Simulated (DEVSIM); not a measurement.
Structure: n-channel Si planar bulk MOSFET with HfO2, at 300 K.

```yaml
gate_length: 24 nm
source_drain_length: 32 nm
dielectric_thickness: 5.8 nm
lateral_straggle: 2.6 nm
underlap: 0 nm
junction_depth: 10.6 nm
substrate_depth: 144 nm
gate_work_function: 4.17 eV
source_and_drain_doping: 7.5e19 cm⁻³, Gaussian tails under the gate
body_doping: 2e18 cm⁻³
lifetime: 6e-7 s
supply: 1 V
halo_peak: 2.4e18 cm⁻³
```

All mobilities are scaled by 0.5; velocity saturation, μ/(1 + (μE/vsat)^b)^(1/b) with b = 2 for electrons and 1 for holes and E the electric field along each mesh edge, is on. Mobility is constant in doping.

This is a model device: material constants are rounded textbook-type values typed into the input, and sizes, dopings and lifetimes were drawn at random. Values at 300 K.

Si: gap (eV) 1.124, affinity (eV) 4.05, permittivity 11.7, Nc (cm⁻³) 2.86e19, Nv (cm⁻³) 3.1e19, μn (cm²/Vs) 1417, μp (cm²/Vs) 470, vsat,n (cm/s) 1e7, vsat,p (cm/s) 8.4e6. HfO2: gap (eV) 5.7, affinity (eV) 2.5, permittivity 22.

DEVSIM, 2D drift-diffusion, Boltzmann statistics, complete ionisation; no quantum confinement, tunnelling, impact ionisation, self-heating, contact resistance or fringe fields beside the gate. Metal contacts follow the ideal Schottky-Mott rule: no Fermi-level pinning, no interface dipoles.

Transfer curves, |Id| in μA/μm:

```tsv
Vg (V)	Vd = 0.05 V	Vd = 1 V
-0.3	0.0001410	0.008077
-0.25	0.0004711	0.02458
-0.2	0.001589	0.07598
-0.15	0.005384	0.2373
-0.1	0.01826	0.7405
-0.05	0.06164	2.253
0	0.2061	6.496
0.05	0.6769	17.52
0.1	2.157	42.66
0.15	6.506	90.00
0.2	17.85	162.0
0.25	42.45	254.4
0.3	85.20	361.6
0.35	146.0	479.3
0.4	220.7	604.1
0.45	304.5	734.1
0.5	393.3	867.9
0.55	484.1	1004
0.6	574.5	1143
0.65	663.0	1283
0.7	748.3	1425
0.75	829.3	1568
0.8	905.5	1712
0.85	976.5	1856
0.9	1042	2001
0.95	1102	2146
1	1157	2291
```

**Question.** Work out the subthreshold swing at low drain bias from the rows at -0.15 and -0.1 V, and compare it with the thermal limit.

**Answer.** log10(0.01826/0.005384) = 0.530 over 50.0 mV, so S = 94.3 mV/decade. The limit kT/q ln 10 is 59.5 mV/decade; the ratio is 1.58. This is the steepest step of the table.

**Question.** Find both thresholds at the constant current 0.1 μA × (1 μm/L) a micrometre, and the DIBL.

**Answer.** The current is 4.17 μA/μm. Interpolating ln Id gives 0.130 V and -0.021 V; their difference over the 0.95 V of drain bias is 160 mV/V.

Source and drain are degenerate, where Boltzmann statistics are only rough. The electric field that drives the saturation includes the junctions' built-in field, which lowers the mobility there even at small currents: subthreshold currents come out too low, a known weakness of this choice.
